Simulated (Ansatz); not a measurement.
Take Ru in the hcp (Mg type) structure (space group P6_3/mmc, No. 194; a = 2.7043 Å, c = 4.2629 Å; relaxed with 0.1 eV smearing) as the base. Axes: x lies along a and z along c of the hexagonal cell.

The values are results of r2SCAN (Ansatz, a quantum-chemistry and plane-wave program; PAW; 500 eV plane waves; without spin-orbit coupling), not measurements.

Strains are applied to the cell and any free atomic positions relax.

One change was made to it. Results:

The energy goes up by 2.8 meV/atom; the pressure (mean of the normal stresses, compression positive) goes from zero to -3.4 GPa; the band gap is still zero.

Q: Name the change that was made.
(A) uniaxial strain ε_zz = +1.00 %
(B) uniaxial strain ε_zz = +3.00 %
(C) uniaxial strain ε_zz = +1.50 %
(D) uniaxial strain ε_zz = +2.00 %

A: A, uniaxial strain ε_zz = +1.00 %. For comparison, the energy relative to the base in the other runs: uniaxial strain ε_zz = +1.50 % gives +6.2 meV/atom; uniaxial strain ε_zz = +2.00 % gives +11 meV/atom; uniaxial strain ε_zz = +3.00 % gives +24 meV/atom.

No phonon test of stability was made. All final runs are without spin polarisation.
